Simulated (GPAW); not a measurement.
# GPAW run on BaB6 (Pm-3m, 7 atoms in the cell): self-consistent single point

Method of the run: LDA (Perdew-Wang 92), GPAW PAW datasets LDA (gpaw-data 1.0.1) (plane waves; GPAW 25.7.0).

This input was run:

```python
from ase import Atoms
from ase.units import GPa
from gpaw import GPAW

atoms = Atoms(['Ba', 'B', 'B', 'B', 'B', 'B', 'B'],
              cell=[[4.230652, 0.000000, 0.000000],
                    [0.000000, 4.230652, 0.000000],
                    [0.000000, 0.000000, 4.230652]],
              positions=[[0.000000, 0.000000, 0.000000],
                         [0.870076, 2.115326, 2.115326],
                         [3.360576, 2.115326, 2.115326],
                         [2.115326, 0.870076, 2.115326],
                         [2.115326, 3.360576, 2.115326],
                         [2.115326, 2.115326, 0.870076],
                         [2.115326, 2.115326, 3.360576]],
              pbc=True)

calc = GPAW(mode={'name': 'pw', 'ecut': 900},
            xc='LDA',
            kpts={'size': (10, 10, 10), 'gamma': True},
            occupations={'name': 'methfessel-paxton', 'width': 0.1, 'order': 0},
            nbands=-13,
            convergence={'density': 1e-05},
            symmetry={'symmorphic': False, 'tolerance': 0.0005},
            maxiter=100)

atoms.calc = calc

energy = atoms.get_potential_energy()
print('Energy (eV):', round(energy, 6))
forces = atoms.get_forces()
print('Forces (eV/Ang):')
print(forces.round(5))
stress = atoms.get_stress()
print('Stress (GPa, Voigt):', (stress / GPa).round(4))
```

Output (repeated stretches shortened):

```
Input parameters:
  convergence: {density: 1e-05}
  kpts: {gamma: True,
         size: (10, 10, 10)}
  maxiter: 100
  mode: {ecut: 900,
         name: pw}
  nbands: -13
  occupations: {name: methfessel-paxton,
                order: 0,
                width: 0.1}
  symmetry: {symmorphic: False,
             tolerance: 0.0005}

species:
  Ba:
    name: Barium
    Z: 56.0
    valence: 10
    core: 46
    charge: 0.0
    file: Ba.LDA.gz

    # Using partial waves for Ba as LCAO basis

  B:
    name: Boron
    Z: 5.0
    valence: 3
    core: 2
    charge: 0.0
    file: B.LDA.gz

    # Using partial waves for B as LCAO basis

Reference energy: -225083.459257  # eV

Spin-paired calculation

Convergence criteria:
 Maximum [total energy] change in last 3 cyles: 0.0005 eV / valence electron
 Maximum integral of absolute [dens]ity change: 1e-05 electrons / valence electron
 Maximum integral of absolute [eigenst]ate change: 4e-08 eV^2 / valence electron
 Maximum number of scf [iter]ations: 100

Symmetries present (total): 48
Symmetries with fractional translations: 0
1000 k-points: 10 x 10 x 10 Monkhorst-Pack grid + [1/20,1/20,1/20]
56 k-points in the irreducible part of the Brillouin zone
       k-points in crystal coordinates                weights
   0:     0.00000000    0.00000000    0.00000000          1/1000
   1:     0.10000000    0.00000000    0.00000000          6/1000
   2:     0.10000000    0.10000000    0.00000000         12/1000
   [... 7 lines left out ...]
          ...
  55:     0.50000000    0.50000000    0.50000000          1/1000

Wave functions: Plane wave expansion
  Cutoff energy: 900.000 eV
  Number of coefficients (min, max): 4616, 4697
  Pulay-stress correction: 0.000000 eV/Ang^3 (de/decut=0.000000)

Occupation numbers: Methfessel-Paxton:
  width: 0.1000  # eV
  order: 0

Eigensolver

Densities:
  Coarse grid: 30*30*30 grid
  Fine grid: 60*60*60 grid
  Total Charge: 0.000000

Density mixing:
  Method: separate
  Backend: pulay
  Linear mixing parameter: 0.05
  old densities: 5
  Damping of long wavelength oscillations: 50

Hamiltonian:
  XC and Coulomb potentials evaluated on a 60*60*60 grid
  External potential:
    NoExternalPotential

Number of atoms: 7
Number of atomic orbitals: 29
Number of bands in calculation: 27
Number of valence electrons: 28
Bands to converge: occupied

Density initialized from atomic densities
  27 bands from LCAO basis set

Atomic positions and initial magnetic moments

Positions:
   0 Ba     0.000000    0.000000    0.000000    ( 0.0000,  0.0000,  0.0000)
   1 B      0.870076    2.115326    2.115326    ( 0.0000,  0.0000,  0.0000)
   2 B      3.360576    2.115326    2.115326    ( 0.0000,  0.0000,  0.0000)
   3 B      2.115326    0.870076    2.115326    ( 0.0000,  0.0000,  0.0000)
   4 B      2.115326    3.360576    2.115326    ( 0.0000,  0.0000,  0.0000)
   5 B      2.115326    2.115326    0.870076    ( 0.0000,  0.0000,  0.0000)
   6 B      2.115326    2.115326    3.360576    ( 0.0000,  0.0000,  0.0000)

Unit cell:
           periodic     x           y           z      points  spacing
  1. axis:    yes    4.230652    0.000000    0.000000    30     0.1410
  2. axis:    yes    0.000000    4.230652    0.000000    30     0.1410
  3. axis:    yes    0.000000    0.000000    4.230652    30     0.1410

  Lengths:   4.230652   4.230652   4.230652
  Angles:   90.000000  90.000000  90.000000

Effective grid spacing dv^(1/3) = 0.1410

     iter     time        total  log10-change:
                         energy   eigst   dens
iter:   1 --:--:--   -54.277977
iter:   2 --:--:--   -53.458470   -1.36  -0.81
iter:   3 --:--:--   -50.323453   -0.59  -0.84
iter:   4 --:--:--   -50.162419   -2.11  -1.41
iter:   5 --:--:--   -50.111411   -2.60  -1.44
iter:   6 --:--:--   -50.116975   -3.01  -1.87
iter:   7 --:--:--   -50.216454   -2.32  -2.09
iter:   8 --:--:--   -50.114020   -2.76  -1.61
iter:   9 --:--:--   -50.113628   -4.53  -2.42
iter:  10 --:--:--   -50.111709c  -3.87  -2.51
iter:  11 --:--:--   -50.111479c  -5.47  -2.97
iter:  12 --:--:--   -50.111479c  -6.79  -3.81
iter:  13 --:--:--   -50.111479c  -8.18c -3.93
iter:  14 --:--:--   -50.111479c  -8.52c -3.99
iter:  15 --:--:--   -50.111479c  -8.23c -4.09
iter:  16 --:--:--   -50.111479c  -9.32c -4.12
iter:  17 --:--:--   -50.111479c  -9.14c -4.15
iter:  18 --:--:--   -50.111479c  -8.32c -4.22
iter:  19 --:--:--   -50.111479c  -7.80c -4.42
iter:  20 --:--:--   -50.111478c  -8.08c -4.30
iter:  21 --:--:--   -50.111478c  -9.39c -4.67
iter:  22 --:--:--   -50.111478c  -9.11c -4.71
iter:  23 --:--:--   -50.111478c  -9.97c -5.02c

Converged after 23 iterations.

Dipole moment: (0.000000, 0.000000, 0.000000) |e|*Ang

Energy contributions relative to reference atoms: (reference = -225083.459257)

Kinetic:        +46.340374
Potential:      -36.372614
External:        +0.000000
XC:             -60.071525
Entropy (-ST):   -0.000985
Local:           -0.007220
SIC:             +0.000000
--------------------------
Free energy:    -50.111971
Extrapolated:   -50.111478

Showing only first 2 kpts
 Kpt  Band  Eigenvalues  Occupancy
  0    12      7.92958    1.99998
  0    13      7.92958    1.99998
  0    14     11.08047    0.00000
  0    15     11.08047    0.00000

  1    12      7.71796    2.00000
  1    13      7.96074    1.99989
  1    14     10.38838    0.00000
  1    15     11.38473    0.00000

Fermi level: 8.23474

Gap: 0.055 eV
Transition (v -> c):
  (s=0, k=20, n=13, [0.40, 0.00, 0.00]) -> (s=0, k=20, n=14, [0.40, 0.00, 0.00])
No difference between direct/indirect transitions
Energy (eV): -50.111478

Forces in eV/Ang:
  0 Ba   -0.00000   -0.00000    0.00000
  1 B    -0.05985    0.00000    0.00000
  2 B     0.05985    0.00000    0.00000
  3 B     0.00000   -0.05985    0.00000
  4 B     0.00000    0.05985    0.00000
  5 B     0.00000    0.00000   -0.05985
  6 B     0.00000    0.00000    0.05985

Stress tensor:
     0.011530    -0.000000     0.000000
    -0.000000     0.011530     0.000000
     0.000000     0.000000     0.011530
Stress (GPa, Voigt): [ 1.8473  1.8473  1.8473  0.      0.     -0.    ]
```

The run converged in 23 iterations. GPAW prints stress with tension positive.

At such cutoffs GPAW's stress carries a finite-basis (Pulay) error, which enters relaxed cells too; its log prints stress with tension positive.

The starting cell comes from a database of computed structures (which also holds hypothetical and non-ambient phases and stackings), without a prior relaxation at this level. Its lattice was rescaled by a random factor within 2.5 % of one. The log's line on a gap gives a spacing of levels on this mesh, which the program prints for metals too.

Cost on one core of a shared machine: roughly 4 min.
